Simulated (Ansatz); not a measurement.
## Response to strain in CdSe

Start from CdSe in the zinc blende structure (space group F-43m, No. 216; a = 6.082 Å). Axes: x, y, z lie along the cube axes.

Strains are applied to the cell and any free atomic positions relax.

Computed with PBEsol, PAW, 420 eV (Ansatz, a quantum-chemistry and plane-wave program; scalar-relativistic without spin-orbit coupling).

Notes on the quantities. energy relative to the base: free energy F; pressure: mean of the normal stresses, compression positive.

```json
[
 {"change": "base", "energy relative to the base": "0 meV/atom", "band gap": "0.48 eV", "largest internal atomic displacement": "–", "pressure": "0.00 GPa", "shortest interatomic distance": "2.633 Å"},
 {"change": "tensor shear ε_xy = +1.14 %", "energy relative to the base": "+1.0 meV/atom", "band gap": "0.43 eV", "largest internal atomic displacement": "0.015 Å", "pressure": "0.00 GPa", "shortest interatomic distance": "2.631 Å"},
 {"change": "tensor shear ε_xy = +0.86 %", "energy relative to the base": "+0.6 meV/atom", "band gap": "0.44 eV", "largest internal atomic displacement": "0.011 Å", "pressure": "0.00 GPa", "shortest interatomic distance": "2.631 Å"},
 {"change": "tensor shear ε_xy = +2.00 %", "energy relative to the base": "+3.2 meV/atom", "band gap": "0.38 eV", "largest internal atomic displacement": "0.026 Å", "pressure": "-0.01 GPa", "shortest interatomic distance": "2.629 Å"},
 {"change": "tensor shear ε_xy = +1.71 %", "energy relative to the base": "+2.3 meV/atom", "band gap": "0.40 eV", "largest internal atomic displacement": "0.022 Å", "pressure": "-0.01 GPa", "shortest interatomic distance": "2.629 Å"},
 {"change": "tensor shear ε_xy = +1.43 %", "energy relative to the base": "+1.6 meV/atom", "band gap": "0.41 eV", "largest internal atomic displacement": "0.018 Å", "pressure": "-0.01 GPa", "shortest interatomic distance": "2.630 Å"}
]
```

Whether these cells are dynamically stable was not tested.
